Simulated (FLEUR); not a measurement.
A self-consistent single point of CsSbO3 (Pm-3m, 5 atoms in the cell) with FLEUR.

Method: LDA (Perdew-Zunger), all-electron FLAPW (FLEUR), scalar-relativistic valence in FLEUR.

```xyz
5
Lattice="4.2160 0.0000 0.0000 0.0000 4.2160 0.0000 0.0000 0.0000 4.2160" Properties=species:S:1:pos:R:3 pbc="T T T"
Cs     0.0000     0.0000     0.0000
Sb     2.1080     2.1080     2.1080
O      2.1080     2.1080     0.0000
O      0.0000     2.1080     2.1080
O      2.1080     0.0000     2.1080
```

Reference input (self-consistent single point, DFT, PBEsol, all-electron FLAPW (FLEUR), scalar-relativistic valence): Kmax = 4.5 1/bohr; GmaxXC = 18 1/bohr; xcFunctional = PBEs; jspins = 1; l_soc = F; mode = hist; fermiSmearingEnergy = 0.00367493 Htr; mesh (inpgen div1-3) = 8 8 8; inpgen gamma flag = true; Gmax = 18 1/bohr; numbands = 0; maxIterBroyd = 25. This run's input differs from it in these lines:

```diff
@@ -17,3 +17,3 @@
 &comp jspins=1 /
-&exco xctyp='PBEs' /
+&exco xctyp='pz' /
 &kpt div1=8 div2=8 div3=8 gamma=t /
@@ -30,3 +30,3 @@
       <coreElectrons ctail="T" frcor="F" kcrel="0" coretail_lmax="0"/>
-      <xcFunctional name="PBEs" relativisticCorrections="F"/>
+      <xcFunctional name="pz" relativisticCorrections="F"/>
       <magnetism jspins="1"/>
```

Log, with long lists cut:

```
 Iteration:     1   Distance:      21.02178218 me/bohr^3
 Iteration:     2   Distance:      18.00905072 me/bohr^3
 Iteration:     3   Distance:       8.07545914 me/bohr^3
 Iteration:     4   Distance:       5.85235575 me/bohr^3
 Iteration:     5   Distance:       1.59391095 me/bohr^3
   [... 8 lines left out ...]
 Iteration:    14   Distance:       0.00097606 me/bohr^3
 Iteration:    15   Distance:       0.00006200 me/bohr^3
 Iteration:    16   Distance:       0.00002811 me/bohr^3
 Iteration:    17   Distance:       0.00000577 me/bohr^3
 Run finished successfully
 Stop message:
   Structural relaxation: Done

[file out, last iteration]
             iter=     18
[...]
          total density-effective poten   -2.4134971816E+04
          total charge density-energy d   -3.7607331942E+02
 Updated energy parameters for spin:           1
[...]
 fermi energy and band-weighting factors:
    0.862146

[...]
FERMIE:
          first approx. to ef    (T=0)  :   0.274000 htr   (energy of the highest occ. eigenvalue)
          number of occ. states  (T=0)  :        732
          first approx. to seigv (T=0)  :  -6.655994 htr
          sum of weights of occ. states :  21.005859
          sum of semicore charge        :   0.000000 e
FERHIS:  Fermi-Energy by histogram:
          bandgap                     :   0.002265 htr
   [... lines left out ...]
          charge neutrality (T=0)     :   0.011719    (zero if the highest occ. eigenvalue is "entirely" occupied)
     EF_NEWTON:  Adjust Fermi-Energy by Newton-Method.
 Direct bandgap for spin            1 :    1.6763338592613142E-002  Htr
 ---->    free energy=                    -14486.7876706114 htr
   [... lines left out ...]
 TOTAL FORCE FOR ATOM TYPE=  1  X=  0.000   Y=  0.000   Z=  0.000
                       FX_TOT= 0.000000 FY_TOT= 0.000000 FZ_TOT= 0.000000
 TOTAL FORCE FOR ATOM TYPE=  2  X=  3.984   Y=  3.984   Z=  3.984
                       FX_TOT= 0.000000 FY_TOT= 0.000000 FZ_TOT= 0.000000
 TOTAL FORCE FOR ATOM TYPE=  3  X=  3.984   Y=  3.984   Z=  0.000
                       FX_TOT= 0.000000 FY_TOT= 0.000000 FZ_TOT= 0.000000
 Structural relaxation: Done
```

The run converged in 17 iterations. FLEUR gives forces in its relaxation mode, with a further iteration, so its stop message speaks of a relaxation. 

The starting cell comes from a database of computed structures (which also holds hypothetical and non-ambient phases and stackings), without a prior relaxation at this level. Its lattice was rescaled by a random factor within 2.5 % of one. Spin-orbit coupling is off. Values depend on the basis (sphere radii, cutoffs, local orbitals), which need not be converged. No gap is read from this output. The log's line on a gap gives a spacing of levels on this mesh, which the program prints for metals too.

Cost on one core of a shared machine: roughly 90 s.
